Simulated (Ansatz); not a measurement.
The structure below was relaxed with PBEsol in Ansatz (plane waves to 420 eV, PAW, spin-orbit coupling left out), at pressure 10 GPa.

Space group Pm-3m (No. 221); a = b = c = 4.1055 Å, α = β = γ = 90.00°

| atom | site | symmetry | x | y | z |
|---|---|---|---|---|---|
| Ba | 1a | m-3m | 0.0000 | 0.0000 | 0.0000 |
| Zr | 1b | m-3m | 0.5000 | 0.5000 | 0.5000 |
| O | 3c | 4/mm.m | 0.0000 | 0.5000 | 0.5000 |

Q: Write out a cell with all atoms.

A: 
```
BaZrO3
1.0
    4.10549     0.00000     0.00000
    0.00000     4.10549     0.00000
    0.00000     0.00000     4.10549
Ba Zr O
1 1 3
Direct
  0.00000   0.00000   0.00000
  0.50000   0.50000   0.50000
  0.50000   0.00000   0.50000
  0.00000   0.50000   0.50000
  0.50000   0.50000   0.00000
```
This is the conventional cell.

Load acts through the strain it causes; cell and atoms are relaxed under it. Whether these cells are dynamically stable was not tested. Competing high-pressure phases were not computed. The cell was made from BaZrO₃ in the cubic perovskite structure (space group Pm-3m, No. 221) by this change: pressure 10 GPa.

Ansatz is a first-principles code.
